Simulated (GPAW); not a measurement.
## Worked example: self-consistent single point of CaO (Fm-3m, 2 atoms in the cell) in GPAW

Computed with PBE, GPAW PAW datasets PBE (gpaw-data 1.0.1) (plane waves; GPAW 25.7.0).

The input file:

```python
from ase import Atoms
from ase.units import GPa
from gpaw import GPAW, PW, FermiDirac

atoms = Atoms(['Ca', 'O'],
              cell=[[0.000000, 2.412215, 2.412215],
                    [2.412215, 0.000000, 2.412215],
                    [2.412215, 2.412215, 0.000000]],
              positions=[[0.000000, 0.000000, 0.000000],
                         [2.412215, 2.412215, 2.412215]],
              pbc=True)

calc = GPAW(mode=PW(950),
            xc='PBE',
            kpts={'size': (6, 6, 6), 'gamma': True},
            occupations=FermiDirac(0.02),
            nbands=-6,
            convergence={'density': 1e-05, 'energy': 1e-05, 'bands': -4},
            symmetry={'symmorphic': False, 'tolerance': 0.0005},
            maxiter=120,
            txt='-')

atoms.calc = calc

energy = atoms.get_potential_energy()
print('Energy (eV):', round(energy, 6))
forces = atoms.get_forces()
print('Forces (eV/Ang):')
print(forces.round(5))
stress = atoms.get_stress()
print('Stress (GPa, Voigt):', (stress / GPa).round(4))
```

The program printed (abridged):

```
Input parameters:
  convergence: {bands: -4,
                density: 1e-05,
                energy: 1e-05}
  kpts: {gamma: True,
         size: (6, 6, 6)}
  maxiter: 120
  mode: {ecut: 950.0,
         name: pw}
  nbands: -6
  occupations: {fixmagmom: False,
                name: fermi-dirac,
                width: 0.02}
  symmetry: {symmorphic: False,
             tolerance: 0.0005}
  xc: PBE

species:
  Ca:
    name: Calcium
    Z: 20.0
    valence: 10
    core: 10
    charge: 0.0
    file: Ca.PBE.gz

    # Using partial waves for Ca as LCAO basis

  O:
    name: Oxygen
    Z: 8.0
    valence: 6
    core: 2
    charge: 0.0
    file: O.PBE.gz

    # Using partial waves for O as LCAO basis

Reference energy: -20551.721533  # eV

Spin-paired calculation

Convergence criteria:
 Maximum [total energy] change in last 3 cyles: 1e-05 eV / valence electron
 Maximum integral of absolute [dens]ity change: 1e-05 electrons / valence electron
 Maximum integral of absolute [eigenst]ate change: 4e-08 eV^2 / valence electron
 Maximum number of scf [iter]ations: 120

Symmetries present (total): 48
Symmetries with fractional translations: 0
216 k-points: 6 x 6 x 6 Monkhorst-Pack grid + [1/12,1/12,1/12]
16 k-points in the irreducible part of the Brillouin zone
       k-points in crystal coordinates                weights
   0:     0.00000000    0.00000000    0.00000000          1/216
   1:     0.16666667    0.16666667    0.00000000          6/216
   2:     0.16666667    0.16666667    0.16666667          8/216
   [... 7 lines left out ...]
          ...
  15:     0.50000000    0.50000000    0.50000000          4/216

Wave functions: Plane wave expansion
  Cutoff energy: 950.000 eV
  Number of coefficients (min, max): 1857, 1893
  Pulay-stress correction: 0.000000 eV/Ang^3 (de/decut=0.000000)

Occupation numbers: Fermi-Dirac:
  width: 0.0200  # eV

Eigensolver

Densities:
  Coarse grid: 25*25*25 grid
  Fine grid: 50*50*50 grid
  Total Charge: 0.000000

Density mixing:
  Method: separate
  Backend: pulay
  Linear mixing parameter: 0.05
  old densities: 5
  Damping of long wavelength oscillations: 50

Hamiltonian:
  XC and Coulomb potentials evaluated on a 50*50*50 grid
  External potential:
    NoExternalPotential

XC parameters: PBE with 2 nearest neighbor stencil

Number of atoms: 2
Number of atomic orbitals: 9
Number of bands in calculation: 14
Number of valence electrons: 16
Bands to converge: 10

Density initialized from atomic densities
  9 bands from LCAO basis set
  5 bands from random numbers

Atomic positions and initial magnetic moments

Positions:
   0 Ca     0.000000    0.000000    0.000000    ( 0.0000,  0.0000,  0.0000)
   1 O      2.412215    2.412215    2.412215    ( 0.0000,  0.0000,  0.0000)

Unit cell:
           periodic     x           y           z      points  spacing
  1. axis:    yes    0.000000    2.412215    2.412215    25     0.1114
  2. axis:    yes    2.412215    0.000000    2.412215    25     0.1114
  3. axis:    yes    2.412215    2.412215    0.000000    25     0.1114

  Lengths:   3.411387   3.411387   3.411387
  Angles:   60.000000  60.000000  60.000000

Effective grid spacing dv^(1/3) = 0.1216

     iter     time        total  log10-change:
                         energy   eigst   dens
iter:   1 --:--:--   -14.269849   +2.18
iter:   2 --:--:--   -13.911381   +0.72  -1.01
iter:   3 --:--:--   -13.098042   -0.02  -1.07
iter:   4 --:--:--   -13.098531   -0.93  -1.34
iter:   5 --:--:--   -13.148005   -1.03  -1.33
iter:   6 --:--:--   -13.122353   -1.78  -1.88
iter:   7 --:--:--   -13.119509   -2.56  -2.37
iter:   8 --:--:--   -13.117972   -2.59  -2.49
iter:   9 --:--:--   -13.116982   -3.75  -2.67
iter:  10 --:--:--   -13.116965   -4.88  -3.42
iter:  11 --:--:--   -13.116961c  -5.45  -3.82
iter:  12 --:--:--   -13.116957c  -6.18  -3.84
iter:  13 --:--:--   -13.116958c  -7.46c -4.28
iter:  14 --:--:--   -13.116957c  -6.77  -4.16
iter:  15 --:--:--   -13.116958c  -7.22  -4.51
iter:  16 --:--:--   -13.116957c  -6.58  -4.34
iter:  17 --:--:--   -13.116957c  -8.95c -4.57
iter:  18 --:--:--   -13.116957c  -7.83c -4.71
iter:  19 --:--:--   -13.116957c  -8.76c -5.14c

Converged after 19 iterations.

Dipole moment: (0.000000, 0.000000, 0.000000) |e|*Ang

Energy contributions relative to reference atoms: (reference = -20551.721533)

Kinetic:        +13.976861
Potential:      -11.452640
External:        +0.000000
XC:             -15.239300
Entropy (-ST):   -0.000000
Local:           -0.401877
SIC:             +0.000000
--------------------------
Free energy:    -13.116957
Extrapolated:   -13.116957

Showing only first 2 kpts
 Kpt  Band  Eigenvalues  Occupancy
  0     6      4.68812    2.00000
  0     7      4.68812    2.00000
  0     8      9.33396    0.00000
  0     9     10.89866    0.00000

  1     6      4.50614    2.00000
  1     7      4.50614    2.00000
  1     8     10.07450    0.00000
  1     9     10.46011    0.00000

Fermi level: 5.40016

Gap: 3.692 eV
Transition (v -> c):
  (s=0, k=0, n=7, [0.00, 0.00, 0.00]) -> (s=0, k=12, n=8, [0.50, 0.50, 0.00])
Direct/indirect transitions are different
Direct gap: 4.071 eV
Transition at: (s=0, k=12, n=7, [0.50, 0.50, 0.00])
Energy (eV): -13.116957

Forces in eV/Ang:
  0 Ca    0.00000   -0.00000    0.00000
  1 O    -0.00000   -0.00000   -0.00000

Stress tensor:
    -0.006562     0.000000     0.000000
     0.000000    -0.006562    -0.000000
     0.000000    -0.000000    -0.006562
Stress (GPa, Voigt): [-1.0513 -1.0513 -1.0513 -0.      0.      0.    ]
```

The run converged in 19 iterations. GPAW prints stress with tension positive.

At such cutoffs GPAW's stress carries a finite-basis (Pulay) error, which enters relaxed cells too; its log prints stress with tension positive.

The starting cell has typed, rounded lattice constants, without a prior relaxation at this level. Its lattice was rescaled by up to half a per cent.
